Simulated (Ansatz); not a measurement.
For CdSiN₂ (model structure, started from the MgZrN2 type, I4₁/amd, No. 141, 8 atoms in the cell), LDA in Ansatz (PAW) gives:

| Quantity | Result |
|---|---|
| lattice parameter a | 4.333 Å |
| lattice parameter c | 8.692 Å |
| bulk modulus B0 | 207 GPa |
| cohesive energy | 4.78 eV/atom |
| band gap | 1.08 eV |

### Question
What does r²SCAN (plane waves, PAW; Ansatz, a program for electronic structure) give for the same quantities?

### Answer

- lattice constant a: 4.422 Å (rises by 2.1 %)
- lattice parameter c: 8.669 Å (drops by 0.3 %)
- bulk modulus: 188 GPa (shrinks by 9.2 %)
- cohesive energy: 3.78 eV/atom (drops by 1.00 eV/atom)
- band gap: 1.30 eV (rises by 0.22 eV)

Changes are worked out from the printed values.

Unless a cell is named, each level is at its own relaxed cell (LDA 10.20, r²SCAN 10.59 Å³/atom).

Spin–orbit coupling is included only where a level's name says +SOC; with heavier elements it mostly lowers gaps and can invert bands. Density-functional gaps are differences of (generalised) Kohn–Sham levels.

Caveats: the bulk modulus is −V dP/dV from two relaxed cells at ±2 % in volume (LDA, r²SCAN). Ansatz's density-functional and Hartree–Fock values are scalar-relativistic unless marked +SOC, with PAW data made under PBE.

A model structure was made by putting elements into a prototype or built by hand; it is no filed structure, need not be a known phase, and can be a saddle point held by its symmetry.
